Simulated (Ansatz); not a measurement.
# Effect of pressure 18 GPa on CdS

Consider CdS in the wurtzite structure (space group P6_3mc, No. 186; a = 4.164 Å, c = 6.769 Å).

Perturbation: cell and atoms relaxed at a pressure of 18 GPa.

Method: r2SCAN/PAW in Ansatz (a first-principles code), no SOC, earlier PAW set. Γ-centred 9×9×5 mesh, Fermi–Dirac width 0.05 eV.

```json
[
 {"quantity": "volume per atom", "base": "25.41 Å³", "changed": "20.93 Å³", "shift": "-4.488 Å³"},
 {"quantity": "density", "base": "4.72 g/cm³", "changed": "5.73 g/cm³", "shift": "+1.01 g/cm³"},
 {"quantity": "lattice parameter a", "base": "416.4 pm", "changed": "387.7 pm", "shift": "-28.7 pm"},
 {"quantity": "c/a ratio", "base": "1.625", "changed": "1.658", "shift": "+0.033"},
 {"quantity": "shortest interatomic distance", "base": "254.5 pm", "changed": "238.2 pm", "shift": "-16.3 pm"},
 {"quantity": "enthalpy H = E + PV relative to the base's energy", "base": "–", "changed": "+2.56 eV/atom", "shift": "–"},
 {"quantity": "band gap", "base": "1.63 eV", "changed": "2.02 eV", "shift": "+0.39 eV"},
 {"quantity": "gap character", "base": "direct at Γ", "changed": "direct at Γ", "shift": "–"},
 {"quantity": "width of the top valence band", "base": "1.66 eV", "changed": "2.31 eV", "shift": "+0.65 eV"},
 {"quantity": "electron mass", "base": "0.15 mₑ along c, 0.16 mₑ across (at Γ)", "changed": "0.16 mₑ along c, 0.19 mₑ across (at Γ)", "shift": "–"},
 {"quantity": "valence-band top at Γ (three highest levels, from the VBM)", "base": "0.00, 0.00, -0.04 eV", "changed": "0.00, 0.00, -0.15 eV", "shift": "–"}
]
```

Final structure:

```xyz
4
Lattice="3.8774 0.0000 0.0000 -1.9387 3.3579 0.0000 0.0000 0.0000 6.4289" Properties=species:S:1:pos:R:3 pbc="T T T"
Cd     1.9387     1.1193    -0.0138
Cd     0.0000     2.2386     3.2006
S      1.9387     1.1193     4.0331
S      0.0000     2.2386     0.8187
```

Load acts through the strain it causes; cell and atoms are relaxed under it. Effective masses come from finite differences of ±0.01 Å⁻¹. No phonon test of stability was made. Measured, CdS leaves this structure (for rock salt) near 2.54 GPa (temperature not stated; as listed in Datta, Sujoy, Jana, Debnarayan, arXiv (2020)), on rising pressure, with hysteresis.
